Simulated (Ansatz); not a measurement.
# Element substitutions in Rb3GaF6

Take Rb$_{3}$GaF$_{6}$ (space group Fm-3m, No. 225; a cell from a computed database, its experimental status unchecked) as the base.

```
CELL_PARAMETERS angstrom
      0.00000     4.50405     4.50405
      4.50405     0.00000     4.50405
      4.50405     4.50405     0.00000
ATOMIC_POSITIONS crystal
  Rb 0.75000 0.75000 0.75000
  Rb 0.25000 0.25000 0.25000
  Rb 0.50000 0.50000 0.50000
  Ga 0.00000 0.00000 0.00000
  F  0.78974 0.21026 0.21026
  F  0.21026 0.78974 0.78974
  F  0.21026 0.78974 0.21026
  F  0.78974 0.21026 0.78974
  F  0.21026 0.21026 0.78974
  F  0.78974 0.78974 0.21026
```

Each row replaces one element on all its sites; cell and atoms are relaxed.

All numbers come from r2SCAN/PAW in Ansatz (an electronic-structure program), spin-orbit coupling left out.

```csv
change,lattice parameter a,electron mass,band gap,width of the top valence band
base,900.8 pm,0.49 mₑ (at Γ),6.85 eV,0.08 eV
F → Br,1144.3 pm,0.45 mₑ (at Γ),2.83 eV,0.20 eV
Ga → In,935.9 pm,0.51 mₑ (at Γ),5.99 eV,0.31 eV
Rb → Na,[?],[?],[?],[?]
```

### Question
Some entries are withheld; estimate them.

### Answer

- Rb → Na, lattice parameter a: 803.1 pm
- Rb → Na, electron mass: 0.56 mₑ (at Γ)
- Rb → Na, band gap: 6.54 eV
- Rb → Na, width of the top valence band: 0.22 eV

Effective masses come from finite differences of ±0.01 Å⁻¹. Whether these cells are dynamically stable was not tested. For Rb3GaBr6, Rb3InF6 and Na3GaF6 in this form, whether it has been made was not checked.
